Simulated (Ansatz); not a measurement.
## Co: Co → Mn

Consider Co in the hcp (Mg type) structure (space group P6_3/mmc, No. 194; a = 2.457 Å, c = 3.968 Å; ferromagnetic).

Perturbation: every Co is replaced by Mn, then cell and atoms are relaxed.

Computed with Ansatz (an electronic-structure program), PBEsol, PAW, cutoff 420 eV, no spin-orbit coupling, earlier PAW set. Settings: 22×22×12 k-points, 0.05 eV Fermi–Dirac smearing.

The volume per atom decreases by 0.048 Å³ (10.37 Å³ → 10.33 Å³) and the density decreases by 0.60 g/cm³, from 9.43 g/cm³ to 8.83 g/cm³. The lattice parameter a falls by 0.5 pm, from 245.7 pm to 245.2 pm and the c/a ratio increases by 0.002 to 1.617. The band gap remains zero and the magnetic state becomes non-magnetic (base: ferromagnetic). The largest site moment drops by 1.64 μB to 0.00 μB.

The magnetic state is the one reached from the starting moments; the real material's order can differ, and small cells can't hold many antiferromagnetic ones. No phonon test of stability was made. For Mn in this form, whether it has been made was not checked. Starting moments died away, wholly or in part, for Co → Mn; another magnetic solution may exist. Spin-polarised in the final run: base; the other runs are not. This is not the structure that Mn has at room temperature and ambient pressure.
